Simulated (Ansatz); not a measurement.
Functionals compared on the (30-31) surface of hcp Mg in its 1x1 cell, outermost plane spacing 0.45 Å in the ideal cut, in Ansatz (plane waves, PAW). The structure was relaxed with PBE; the other rows are single points on it, each with its references at the same level. Cutoff 420 eV (500 eV for r2SCAN).

Set-up: 24 atoms, 10.5 Å thick at the start (thin: gaps and levels are the slab's own); mesh 12x3x1; 0.1 eV smearing; dipole correction on; all atoms relaxed; held to the part of the start's symmetry that mesh and held atoms allow; no spin, no spin-orbit, no U. These notes are the PBE run's.

```json
[
 {"functional": "PBE", "surface energy (J/m²)": "0.63", "work function of the top face (eV)": "3.61", "rough cost of the single point": "–"},
 {"functional": "LDA", "surface energy (J/m²)": "0.71", "work function of the top face (eV)": "3.74", "rough cost of the single point": "around 5 core-minutes (rough)"},
 {"functional": "PBEsol", "surface energy (J/m²)": "0.70", "work function of the top face (eV)": "3.65", "rough cost of the single point": "very roughly 4 core-minutes"},
 {"functional": "RPBE", "surface energy (J/m²)": "0.58", "work function of the top face (eV)": "3.54", "rough cost of the single point": "around 5 core-minutes (rough)"},
 {"functional": "r2SCAN", "surface energy (J/m²)": "0.71", "work function of the top face (eV)": "3.67", "rough cost of the single point": "roughly 10 core-minutes"}
]
```

Ansatz is a program for electronic structure.
